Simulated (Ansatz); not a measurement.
## MgO: band gap against strain

MgO (rock salt, Fm-3m, 9.290 Å³/atom at rest, cube axes along x, y and z) under an equal strain ε along all three axes. r2SCAN in Ansatz, a plane-wave DFT program (PAW, default set), 500 eV, 13×13×13 Γ-centred mesh, Fermi-Dirac smearing 0.05 eV; ions are relaxed within the symmetry of each cell. Gaps are the smallest over the k-mesh and a band path, without spin-orbit coupling; in all rows the valence edge lies at Γ and the conduction edge at Γ.

Here s stands for strain and Eg for gap.

| strain (%) | gap (eV) |
|---|---|
| -1.50 | 6.159 |
| -1.00 | 5.997 |
| -0.50 | 5.839 |
| 0.00 | 5.684 |
| 0.50 | 5.533 |
| 1.00 | 5.385 |
| 1.50 | 5.241 |
| 3.00 | ? |

Fit Eg of the 7 rows that show it with a straight line. Means: s 0, Eg 5.6911. About the means, the sum of products is -2.1420 and the sum of squares of s is 7.0000; the slope is their ratio. Least squares gives Eg = 5.6911 - 0.30600·s. Residuals (row less fit): 0.0089, -0.0001, -0.0051, -0.0071, -0.0051, -0.0001, 0.0089; standard error 0.0072 (degrees of freedom: 5). Over these rows the gap moves by -31 ± 0.3 eV per unit strain, or -10 eV per unit of ln V.

Question: Predict the withheld Eg at s = 3.00 from the fit, and compare with the calculation.

Answer: Eg = 5.6911 - 0.30600 × 3.0 = 4.7731 eV. The calculation gives 4.829 eV, 0.0559 eV above the prediction (4.2 % of the range of Eg in the table). The row lies outside the fitted rows, so this is an extrapolation. From the scatter of the fitted rows alone, a prediction at this place has a standard error of 0.0113 eV, so the miss is 4.9 times that.

One order more, fitted to all 13 runs of the series, follows each within 0.001, so the miss is the next term of a smooth law. Other structures, which can take over under pressure, weren't tried. Rows are the converged runs of the series near zero and its far end; series whose fitted rows scatter by over a few per cent of the range, as at a crossing or softening among them, aren't shown in this form. Most that stay on the fit to the last digits aren't either.
